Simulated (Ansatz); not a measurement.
Structures of equal composition on the (0001) surface of hcp Ti: a pseudomorphic layer of Os in the host's stacking; a pseudomorphic layer of Os in the other hollow. The slabs share one bottom face, and each structure is named by its start. These are constructed structures in small cells; real faces may alloy, dewet or reconstruct in larger ones, and not all known structures of the face are among them. Slabs of about 12 Å with all that they carry, Fermi-Dirac smearing of 0.1 eV. Bottom of the slabs: a bare face, its two planes held. Relaxed from the named starts with such symmetry as they have, on meshes of like density; energies extrapolated to zero smearing; no spin-orbit coupling, no U. Spin-polarised runs, if any, are marked in brackets, and their order is one that fits the cell; the others ran without spin.

Level of theory: PBE (plane waves to 420 eV, PAW; Ansatz, an electronic-structure program).

Task: Put the candidates in order of energy per 1x1 cell, lowest first, for PBE.

Result: a pseudomorphic layer of Os in the other hollow (0.000 eV), a pseudomorphic layer of Os in the host's stacking (0.036 eV)
